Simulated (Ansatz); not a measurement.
Start from TaN (space group P6/mmm, No. 191; a = 5.2017 Å, c = 2.9061 Å). Axes: x lies along a and z along c of the hexagonal cell.

It is then changed as follows: biaxial strain −0.46 %, plane normal [001], relaxed out of plane (Cartesian); in-plane vectors clamped, the third vector and the atoms free.

Levels (all Ansatz, an electronic-structure program, PAW): PBEsol (420 eV, without spin-orbit coupling); r2SCAN (500 eV, without spin-orbit coupling).

The geometry is relaxed with PBEsol.

```
Quantity           Value
---------------  -------
PBEsol pressure  1.5 GPa
```

Task: How does going to r2SCAN change the pressure?

Result: The pressure increases by 4.0 GPa, from 1.5 GPa to 5.5 GPa.

Single points use the geometry relaxed with PBEsol. Their cutoffs differ, which shifts pressures a little. Stability against distortions was not tested. The final runs are not spin-polarised. This is not the structure that TaN has at room temperature and ambient pressure.
